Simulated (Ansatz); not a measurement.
GaAs (model structure, started from the BeO type, P4₂/mnm, No. 136, 8 atoms in the cell) was calculated with HSE06 in Ansatz (PAW).

Run with plane-wave cutoff 460 eV, 4×4×6 k mesh (along the axes of the cell as run), Fermi–Dirac smearing 0.01 eV, scalar-relativistic PAW data made under PBE.

Cell (relaxed with PBEsol):

```
CELL_PARAMETERS angstrom
      6.91803     0.00000     0.00000
      0.00000     6.91803     0.00000
      0.00000     0.00000     4.00230
ATOMIC_POSITIONS crystal
  Ga 0.32404 0.67596 0.00000
  Ga 0.67596 0.32404 0.00000
  Ga 0.82404 0.82404 0.50000
  Ga 0.17596 0.17596 0.50000
  As 0.31789 0.31789 0.00000
  As 0.68211 0.68211 0.00000
  As 0.18211 0.81789 0.50000
  As 0.81789 0.18211 0.50000
```

### Question
Predict the band gap and smallest direct gap on the k points sampled.

### Answer

* **band gap**: 1.35 eV (on the SCF k mesh) (indirect)
* **smallest direct gap on the k points sampled**: 1.43 eV

Note: the relaxation could raise the start's symmetry but not lower it, so the cell can be a saddle point; cell and atoms aren't relaxed at this level (pressure 0.8 GPa).

Spin–orbit coupling is not included.

A model structure was made by putting elements into a prototype or built by hand; it is no filed structure, need not be a known phase, and can be a saddle point held by its symmetry.

Ansatz is an electronic-structure program.
